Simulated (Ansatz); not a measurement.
System: Cd (model structure, started from the diamond type, Fd-3m, No. 227, 2 atoms in the cell). Method: LDA in Ansatz (plane waves, PAW).

Numerical settings: plane-wave cutoff 520 eV, 16×16×16 k mesh, Fermi–Dirac smearing 0.05 eV, scalar-relativistic PAW data made under PBE.

Cell (relaxed at this level):

```cif
data_Cd2
_chemical_formula_sum 'Cd2'
_space_group_name_H-M_alt 'P 1'
_space_group_IT_number 1
_cell_length_a 4.46123
_cell_length_b 4.46123
_cell_length_c 4.46123
_cell_angle_alpha 60.000
_cell_angle_beta 60.000
_cell_angle_gamma 60.000
loop_
_space_group_symop_operation_xyz
  'x, y, z'
loop_
_atom_site_label
_atom_site_type_symbol
_atom_site_fract_x
_atom_site_fract_y
_atom_site_fract_z
_atom_site_occupancy
Cd1 Cd 0.25000 0.25000 0.25000 1
Cd2 Cd 0.00000 0.00000 0.00000 1
```

Question: Estimate the bulk modulus that the calculation returns.

Answer: 
* **bulk modulus**: 29.3 GPa

The run finds no gap.

Note: the bulk modulus is −V dP/dV from two relaxed cells at ±2 % in volume; the relaxation could raise the start's symmetry but not lower it, so the cell can be a saddle point.

Static lattice: no zero-point or thermal effects.

The result took around 30 core-seconds (rough).

A model structure was made by putting elements into a prototype or built by hand; it is no filed structure, need not be a known phase, and can be a saddle point held by its symmetry.

Ansatz is an electronic-structure program.
